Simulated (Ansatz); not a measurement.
Start from GaSb in the zinc blende structure (space group F-43m, No. 216; a = 6.1324 Å).

All numbers come from Ansatz (a program for electronic structure), r2SCAN, PAW, cutoff 500 eV, scalar-relativistic without spin-orbit coupling.

Strains are applied to the cell and any free atomic positions relax.

One change was made to it. Results:

The energy increases by 157 meV/atom; the valley order (the lowest conduction-band minima on the path, energy above the VBM, named in the base's zone) changes from Γ 0.41 eV; L along ⟨111⟩ 0.68 eV; a point along ⟨100⟩, about 0.9 Å⁻¹ from Γ 1.10 eV to a point along ⟨100⟩, about 0.8 Å⁻¹ from Γ 0.83 eV; L along ⟨111⟩ 1.10 eV; Γ 1.75 eV.

**Question.** Name the change that was made.
A. isotropic strain −5.43 %
B. isotropic strain +0.79 %
C. isotropic strain −2.08 %

**Answer.** A, isotropic strain −5.43 %. For comparison, the valley order in the other runs: isotropic strain −2.08 % gives L along ⟨111⟩ 0.83 eV; Γ 0.90 eV; a point along ⟨100⟩, about 0.9 Å⁻¹ from Γ 1.01 eV; isotropic strain +0.79 % gives Γ 0.24 eV; L along ⟨111⟩ 0.63 eV; a point along ⟨100⟩, about 0.9 Å⁻¹ from Γ 1.12 eV.

Spin-orbit coupling, missing from the scalar runs, can matter with Sb. The levels and masses belong to the bands next to the band gap. Stability against distortions was not tested.
